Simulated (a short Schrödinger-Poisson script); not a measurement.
Structure: gated Al0.4Ga0.6As/GaAs modulation-doped gas, at 300 K.

```
layer      material  thickness (nm)  Nd (cm⁻³)  Na (cm⁻³)
-----  ------------  --------------  ---------  ---------
1      Al0.4Ga0.6As              20          -          -
2      Al0.4Ga0.6As              30     7.4e17          -
3      Al0.4Ga0.6As               5          -          -
4              GaAs            6000          -       4e14
```

The device is made up for the run: typed textbook-type constants, with dimensions and the other settings drawn at random. Al0.4Ga0.6As: permittivity 11.76, conduction-band edge (eV) 0.316, gap (eV) 1.923, electron mass (mₑ) 0.1002, Nv at 300 K (cm⁻³) 9e18. GaAs: permittivity 12.9, conduction-band edge (eV) 0, gap (eV) 1.424, Nv at 300 K (cm⁻³) 9e18.

Channel valleys (confinement mass, in-plane density-of-states mass, number): Γ 0.067, 0.067, 1. At the gate the conduction-band edge of layer 1 lies 1.07 eV − eVg above the Fermi level of the channel; the field vanishes at the back. Donor level 0.02 eV below the band edge. The barrier under the gate holds no holes. Gaps are held at their typed values at every temperature. Mesh 0.08 nm at interfaces.

Solved with a short Schrödinger-Poisson script written for these runs: 1D Poisson equation in equilibrium, electrons quantum, Hartree (BenDaniel-Duke, 40 states a valley, the channel's in-plane mass for all, wave functions free to enter the barrier), parabolic valleys, classical holes, donors ionised by Fermi statistics, acceptors fully, no traps, pinning or gate leakage.

The same stack at other levels of the model or other numerical settings:

```csv
run,sheet density of all electrons at Vg = 0.5 V (cm⁻²),sheet density of all electrons at Vg = 0 V (cm⁻²),capacitance at Vg = 0.5 V (μF/cm²),centroid of the channel electrons at Vg = 0.5 V (nm),rough cost against the base
base,8.50e11,4.10e11,0.254,11.07,about 1
"electrons treated as classical, Boltzmann",9.22e11,4.29e11,0.245,7.95,0.02
"electrons treated as classical, Fermi-Dirac",8.88e11,4.22e11,0.251,9.42,0.1
"electrons treated as quantum, Hartree plus LDA exchange-correlation",8.70e11,4.17e11,0.252,10.53,2
mesh six times as coarse,8.50e11,4.10e11,0.254,11.15,0.2
one subband a valley,8.00e11,3.93e11,0.253,6.47,0.4
```

The classical rows ignore confinement, and Boltzmann statistics overrate the density once the band edge passes the Fermi level.
